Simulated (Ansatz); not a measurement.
This Ansatz (a program for electronic structure) input is the reference run, a 24-atom supercell of TiN in the rock salt structure (space group Fm-3m, No. 225) at its relaxed geometry, computed with Ansatz PBEsol, no spin-orbit coupling:

Ansatz 0.2 input:
```yaml
crystal:
  lattice:
    - [0, 4.2039622464, 4.2039622464]
    - [4.2039622464, -4.2039622464, 4.2039622464]
    - [4.2039622464, 4.2039622464, 0]
  atoms:
    - { symbol: N, position: [0, 0, 0] }
    - { symbol: N, position: [0, 0, 0.5] }
    - { symbol: N, position: [0.1666666667, 0.3333333333, 0.1666666667] }
    - { symbol: N, position: [0.1666666667, 0.3333333333, 0.6666666667] }
    - { symbol: N, position: [0.3333333333, 0.6666666667, 0.3333333333] }
    - { symbol: N, position: [0.3333333333, 0.6666666667, 0.8333333333] }
    - { symbol: N, position: [0.5, 0, 0] }
    - { symbol: N, position: [0.5, 0, 0.5] }
    - { symbol: N, position: [0.6666666667, 0.3333333333, 0.1666666667] }
    - { symbol: N, position: [0.6666666667, 0.3333333333, 0.6666666667] }
    - { symbol: N, position: [0.8333333333, 0.6666666667, 0.3333333333] }
    - { symbol: N, position: [0.8333333333, 0.6666666667, 0.8333333333] }
    - { symbol: Ti, position: [0.3333333333, 0.1666666667, 0.3333333333] }
    - { symbol: Ti, position: [0.3333333333, 0.1666666667, 0.8333333333] }
    - { symbol: Ti, position: [0.5, 0.5, 0.5] }
    - { symbol: Ti, position: [0.5, 0.5, 0] }
    - { symbol: Ti, position: [0.6666666667, 0.8333333333, 0.6666666667] }
    - { symbol: Ti, position: [0.6666666667, 0.8333333333, 0.1666666667] }
    - { symbol: Ti, position: [0.8333333333, 0.1666666667, 0.3333333333] }
    - { symbol: Ti, position: [0.8333333333, 0.1666666667, 0.8333333333] }
    - { symbol: Ti, position: [1, 0.5, 0.5] }
    - { symbol: Ti, position: [1, 0.5, 0] }
    - { symbol: Ti, position: [0.1666666667, 0.8333333333, 0.6666666667] }
    - { symbol: Ti, position: [0.1666666667, 0.8333333333, 0.1666666667] }
basis: { ecutwfc: 420, ecutrho_ratio: 4, xc_grid: 2, fft_grid_basis: typed }
kpoints: { mp_grid: { grid: [7, 5, 7] } }
hamiltonian:
  xc: pbesol
  dispersion: none
  pseudopotentials: { kind: paw }
scf: { occupations: { method: fermi_dirac, width: 0.05 }, convergence: { dr2_threshold: 0.0000000024 } }
output: { forces: true, stress: true }
checkpoint: { write: state.ck, write_every: 1000 }
```

### Question
Write the input for this change: one Ti atom is removed, atoms relaxed at fixed cell, starting from a slightly rattled geometry.

### Answer
Ansatz 0.2 input:
```yaml
crystal:
  lattice:
    - [0, 4.2039622464, 4.2039622464]
    - [4.2039622464, -4.2039622464, 4.2039622464]
    - [4.2039622464, 4.2039622464, 0]
  atoms:
    - { symbol: N, position: [-0.0020882722, 0.0044399767, 0.0013167791] }
    - { symbol: N, position: [0.0006674241, -0.0017807551, 0.4945248302] }
    - { symbol: N, position: [0.1735195774, 0.3344545453, 0.1614284756] }
    - { symbol: N, position: [0.1644437845, 0.3342207588, 0.6669035672] }
    - { symbol: N, position: [0.3360368585, 0.6651096659, 0.3273391661] }
    - { symbol: N, position: [0.3343536501, 0.664296545, 0.8349250403] }
    - { symbol: N, position: [0.5019028313, -0.000447822, 0.0017714173] }
    - { symbol: N, position: [0.4997321892, 0.0003154167, 0.4973347728] }
    - { symbol: N, position: [0.6735891139, 0.335327011, 0.1685673001] }
    - { symbol: N, position: [0.6639269375, 0.3327630412, 0.6644743288] }
    - { symbol: N, position: [0.8343103434, 0.6632110866, 0.3353037167] }
    - { symbol: N, position: [0.8282791372, 0.6681765062, 0.8328958521] }
    - { symbol: Ti, position: [0.3275948799, 0.1657921393, 0.8345919442] }
    - { symbol: Ti, position: [0.5073075651, 0.5042349389, 0.4979200431] }
    - { symbol: Ti, position: [0.5006963965, 0.4988807452, -0.0004869628] }
    - { symbol: Ti, position: [0.6667532013, 0.8321911326, 0.6739412782] }
    - { symbol: Ti, position: [0.6667618362, 0.8309842788, 0.1632340047] }
    - { symbol: Ti, position: [0.834799765, 0.1639249025, 0.3286754574] }
    - { symbol: Ti, position: [0.8371437498, 0.1651024907, 0.8341576758] }
    - { symbol: Ti, position: [0.9943957778, 0.5010415774, 0.5023370361] }
    - { symbol: Ti, position: [1.0007771206, 0.5019223631, -0.0014339171] }
    - { symbol: Ti, position: [0.1651927378, 0.8313000849, 0.6689355327] }
    - { symbol: Ti, position: [0.1659968908, 0.8282064826, 0.1659906635] }
basis: { ecutwfc: 420, ecutrho_ratio: 4, xc_grid: 2, fft_grid_basis: typed }
kpoints: { mp_grid: { grid: [7, 5, 7] } }
hamiltonian:
  xc: pbesol
  dispersion: none
  pseudopotentials: { kind: paw }
scf: { occupations: { method: fermi_dirac, width: 0.05 }, convergence: { dr2_threshold: 0.0000000023 } }
relax: { f_tol: 0.02, max_steps: 45 }
output: { forces: true, stress: true }
checkpoint: { write: state.ck, write_every: 1000 }
```
This is the input that was run; other choices of cell and start would serve too.

In so small a cell the defect repeats every few ångströms: this is an ordered compound, not a dilute defect. All final runs are without spin polarisation. The defect cell is not spin-polarised.
